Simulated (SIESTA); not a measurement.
A self-consistent single point of CdH8P2O10 (P2_1/c, 42 atoms in the cell) with SIESTA.

Computed with LDA PW92, numerical atomic orbitals DZP, PseudoDojo LDA standard norm-conserving potentials (rewritten from UPF to PSML) (SIESTA).

```
CELL_PARAMETERS angstrom
      5.45274     0.00000     0.00000
      0.00000    10.55431     0.00000
     -4.91359     0.00000     7.44625
ATOMIC_POSITIONS crystal
  Cd 0.00000 0.50000 0.50000
  Cd 0.00000 0.00000 0.00000
  H  0.61094 0.58240 0.68394
  H  0.38906 0.41760 0.31606
  H  0.38906 0.08240 0.81606
  H  0.61094 0.91760 0.18394
  H  0.59871 0.45748 0.77678
  H  0.40129 0.54252 0.22322
  H  0.40129 0.95748 0.72322
  H  0.59871 0.04252 0.27678
  H  0.57226 0.61103 0.92935
  H  0.42774 0.38897 0.07065
  H  0.42774 0.11103 0.57065
  H  0.57226 0.88897 0.42935
  H  0.12517 0.72198 0.02067
  H  0.87483 0.27802 0.97933
  H  0.87483 0.22198 0.47933
  H  0.12517 0.77802 0.52067
  P  0.91620 0.71747 0.17253
  P  0.08380 0.28253 0.82747
  P  0.08380 0.21747 0.32747
  P  0.91620 0.78253 0.67253
  O  0.03920 0.67949 0.36660
  O  0.96080 0.32051 0.63340
  O  0.96080 0.17949 0.13340
  O  0.03920 0.82051 0.86660
  O  0.85471 0.85939 0.13857
  O  0.14529 0.14061 0.86143
  O  0.14529 0.35939 0.36143
  O  0.85471 0.64061 0.63857
  O  0.62506 0.63792 0.05112
  O  0.37494 0.36208 0.94888
  O  0.37494 0.13792 0.44888
  O  0.62506 0.86208 0.55112
  O  0.14639 0.67309 0.12605
  O  0.85361 0.32691 0.87395
  O  0.85361 0.17309 0.37395
  O  0.14639 0.82691 0.62605
  O  0.49801 0.53989 0.72922
  O  0.50199 0.46011 0.27078
  O  0.50199 0.03989 0.77078
  O  0.49801 0.96011 0.22922
```

Reference input (self-consistent single point, DFT, GGA PBEsol, numerical atomic orbitals DZP, PseudoDojo PBEsol standard norm-conserving potentials (rewritten from UPF to PSML)): XC.functional = GGA; XC.authors = PBEsol; potentials = PseudoDojo PBEsol standard; PAO.BasisSize = DZP; PAO.EnergyShift = 0.01 Ry; MeshCutoff = 350 Ry; kgrid.MonkhorstPack = 5 2 3; OccupationFunction = FD; ElectronicTemperature = 50 meV; MaxSCFIterations = 150; SCF.Mixer.Method = Broyden; SCF.Mixer.Weight = 0.25. This run's input differs from it in these lines:

```diff
@@ -1,2 +1,2 @@
-# files in the folder: Cd.psml H.psml P.psml O.psml (PseudoDojo PBEsol standard)
+# files in the folder: Cd.psml H.psml P.psml O.psml (PseudoDojo LDA standard)
 SystemName  CdP2(H4O5)2
@@ -64,4 +64,4 @@
 
-XC.functional                GGA
-XC.authors                   PBEsol
+XC.functional                LDA
+XC.authors                   PW92
 PAO.BasisSize                DZP
```

Output, abridged:

```
        iscf     Eharris(eV)        E_KS(eV)     FreeEng(eV)     dDmax    Ef(eV) dHmax(eV)
   scf:    1   -19475.287926   -19513.247215   -19513.247215  1.641274 -4.853721 13.643296
   scf:    2   -19544.909156   -19531.913959   -19531.913959  0.293718 -5.168326  5.853078
   scf:    3   -19535.529790   -19534.589576   -19534.589576  0.170755 -4.738651  0.796825
   scf:    4   -19534.674036   -19534.641526   -19534.641526  0.016272 -4.972221  0.175549
   scf:    5   -19534.652883   -19534.647694   -19534.647694  0.008406 -5.018244  0.065598
   scf:    6   -19534.651782   -19534.649912   -19534.649912  0.005545 -5.039973  0.024315
   scf:    7   -19534.650668   -19534.650345   -19534.650345  0.003064 -5.034470  0.008907
   scf:    8   -19534.650399   -19534.650378   -19534.650378  0.000428 -5.037464  0.001457
   scf:    9   -19534.650383   -19534.650381   -19534.650381  0.000147 -5.038072  0.000844
   scf:   10   -19534.650381   -19534.650381   -19534.650381  0.000045 -5.037933  0.000358
   scf:   11   -19534.650381   -19534.650381   -19534.650381  0.000029 -5.037972  0.000213
   scf:   12   -19534.650381   -19534.650381   -19534.650381  0.000019 -5.037993  0.000143
   scf:   13   -19534.650381   -19534.650381   -19534.650381  0.000010 -5.038011  0.000097
SCF Convergence by DM+H criterion
max |DM_out - DM_in|         :     0.0000098772
max |H_out - H_in|      (eV) :     0.0000969303
SCF cycle converged after 13 iterations

Using DM_out to compute the final energy and forces

siesta: E_KS(eV) =           -19534.6504

siesta: E_KS - E_eggbox =    -19534.6504

siesta: Atomic forces (eV/Ang):
     1   -0.000000   -0.000000    0.000000
     2   -0.000000    0.000000    0.000000
     3    0.627268    0.278037   -0.233707
   [... 39 lines left out ...]
   Tot    0.000000   -0.000000   -0.000000
   Max    0.851746
   Res    0.390873    sqrt( Sum f_i^2 / 3N )
   Max    0.851746    constrained

Stress tensor Voigt[x,y,z,yz,xz,xy] (kbar):       59.58       54.66       53.46        0.00        3.30        0.00
(Free)E + p*V (eV/cell)   -19549.6021
Target enthalpy (eV/cell)   -19534.6504

   [... lines left out ...]
siesta: FreeEng =    -19534.650381
   [... lines left out ...]
siesta:     0.037186    0.000000    0.002063
siesta:     0.000000    0.034119    0.000000
siesta:     0.002063    0.000000    0.033367

siesta: Cell volume =        428.530832 Ang**3

siesta: Pressure (static):
siesta:                Solid            Molecule  Units
siesta:          -0.00038001         -0.00031693  Ry/Bohr**3
siesta:          -0.03489072         -0.02909937  eV/Ang**3
siesta:         -55.90108885        -46.62232349  kBar
```

The run converged in 13 iterations. Against the reference run the pressure goes from -1.99 to -5.59 GPa, the largest force goes from 0.800 to 0.964 eV/Å and the gap on the mesh goes from 4.270 to 4.150 eV.

The starting cell comes from a database of computed structures (which also holds hypothetical and non-ambient phases and stackings), without a prior relaxation at this level. Values carry the incompleteness of an atom-centred basis. With a pressure of about -6 GPa the cell is away from its equilibrium volume at this level.

Cost on one core of a shared machine: roughly 3 min.
